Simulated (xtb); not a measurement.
xtb 6.7.1, GFN2-xTB: Ni(H)(SH)(tmeda) (C[N]1(C)CC[N](C)(C)->[NiH]<-1[SH]), 28 atoms. The geometry is a generated start, not checked to be a minimum at this level.

```yaml
run_flags: --grad
method: GFN2-xTB
"--acc": 1 (default)
"--etemp (K)": 300 (default)
basis_functions: 70
valence_electrons: 68
```

```xyz
28

Ni    -1.0029     0.9955    -0.1071
H     -2.4164     1.1240    -0.0891
S     -0.9634     3.1181    -0.3619
H     -2.2022     3.5688    -0.4335
C     -1.9549    -1.6681     1.0397
N     -1.0182    -1.0734     0.0834
C     -1.3028    -1.6285    -1.2424
C      0.3481    -1.4265     0.4930
C      1.3855    -0.5617    -0.2182
N      1.0735     0.8642    -0.0724
C      1.4570     1.3350     1.2605
C      1.8357     1.6222    -1.0634
H     -1.8005    -2.7533     1.1117
H     -2.9772    -1.4769     0.7220
H     -1.8175    -1.2242     2.0238
H     -1.1642    -2.7187    -1.2454
H     -2.3320    -1.4025    -1.5175
H     -0.6506    -1.1895    -1.9944
H      0.4296    -1.2769     1.5730
H      0.5501    -2.4902     0.2873
H      1.3929    -0.8058    -1.2843
H      2.3880    -0.7871     0.1812
H      0.8935     0.8137     2.0339
H      1.2374     2.3988     1.3429
H      2.5305     1.1774     1.4390
H      1.6288     2.6842    -0.9466
H      1.5374     1.3295    -2.0700
H      2.9146     1.4520    -0.9450
```

Charge 0 and multiplicity 1 are set for this test and not shown to be the ground state.

One run each on 1 thread. Values of broydamp tried: 0.02, 0.05, 0.1, 0.2, 0.4 (default), 0.6, 0.8, 1.

Predict the course of the SCC iterations along this series.

Fewest SCC iterations, within one of each other: 0.4 (default) with 15, 0.6 with 14, 0.8 with 15, 1 with 15. The count rises to 27 at 0.02. All converge to one solution.

```csv
broydamp,SCC iterations,end
0.02,27,same solution
0.05,23,same solution
0.1,19,same solution
0.2,17,same solution
0.4 (default),15,same solution
0.6,14,same solution
0.8,15,same solution
1,15,same solution
```
